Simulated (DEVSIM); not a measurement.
Structure: abrupt Si p-n junction, at 300 K.

Layer 1 from the left is Si, thickness (μm) 38.0, Na (cm⁻³) 1.5e15, τn (s) 1e-6, τp (s) 1e-6. Layer 2 from the left is Si, thickness (μm) 3.90, Nd (cm⁻³) 6.2e15, τn (s) 1e-6, τp (s) 1e-6.

Left contact: ohmic. Right contact: ohmic. Voltage is applied to the left contact. Recombination: SRH at mid-gap, radiative, Auger. Mobility is μmin + (μ − μmin)/(1 + (N/Nref)^α).

This is a model device: material constants are rounded textbook-type values typed into the input, and sizes, dopings and lifetimes were drawn at random. Values at 300 K.

Si: gap (eV) 1.124, affinity (eV) 4.05, permittivity 11.7, Nc (cm⁻³) 2.86e19, Nv (cm⁻³) 3.1e19, μn (cm²/Vs) 1417, μp (cm²/Vs) 470, μn,min 52, μp,min 45, Nref,n 9.7e16, Nref,p 2.2e17, αn 0.68, αp 0.72, B (cm³/s) 4.7e-15, Cn (cm⁶/s) 2.8e-31, Cp (cm⁶/s) 9.9e-32.

Model (solved in DEVSIM): 1D drift-diffusion, Boltzmann statistics, complete ionisation; no tunnelling, impact ionisation, image-force lowering or self-heating.

Dark forward current:

```tsv
|V| (V)	|J| (A/cm²)
0.05	1.324e-8
0.10	5.315e-8
0.15	2.013e-7
0.20	8.766e-7
0.25	4.565e-6
0.30	2.727e-5
0.35	0.0001761
0.40	0.001179
0.45	0.008003
0.50	0.05350
0.55	0.3193
0.60	1.378
0.65	4.017
0.70	8.810
0.75	16.07
0.80	25.95
0.85	38.52
0.90	53.82
0.95	71.85
1.00	92.60
1.05	116.1
1.10	142.2
1.15	171.1
1.20	202.6
1.25	236.7
1.30	273.5
```

**Question.** Work out the local ideality factor n = ΔV / (kT/q · ln(J2/J1)) between the rows 0.15 and 0.20 V, 0.40 and 0.45 V, 1.25 and 1.30 V.

**Answer.** kT/q = 25.85 mV. From 0.15 to 0.20 V: ln(8.766e-7/2.013e-7) = 1.471, n = 1.31. From 0.40 to 0.45 V: ln(0.008003/0.001179) = 1.915, n = 1.01, near the 1 of diffusion or emission over a barrier. From 1.25 to 1.30 V: ln(273.5/236.7) = 0.145, n = 13.38.

**Question.** Estimate the current at 0.40 V from the Shockley equation with J0 = Σ q ni² D/(N L) coth(W/L), τ joining the SRH, radiative and Auger lifetimes that are on, and W taken as the whole layer.

**Answer.** ni² = 1.16e20 cm⁻⁶; electrons in the p layer: μ = 1340 cm²/Vs, D = 34.7 cm²/s, τ = 1.00e-6 s, L = 58.9 μm, W/L = 0.65, term 1.28e-10 A/cm²; holes in the n layer: μ = 440 cm²/Vs, D = 11.4 cm²/s, τ = 1.00e-6 s, L = 33.7 μm, W/L = 0.12, term 8.77e-11 A/cm². J0 = 2.16e-10 A/cm², and J = J0 exp(qV/kT) = 0.00113 A/cm². The simulation gives 0.00118 A/cm²; the estimate lies 3.9 % below. The estimate leaves out recombination in the depletion region and that region's share of W.
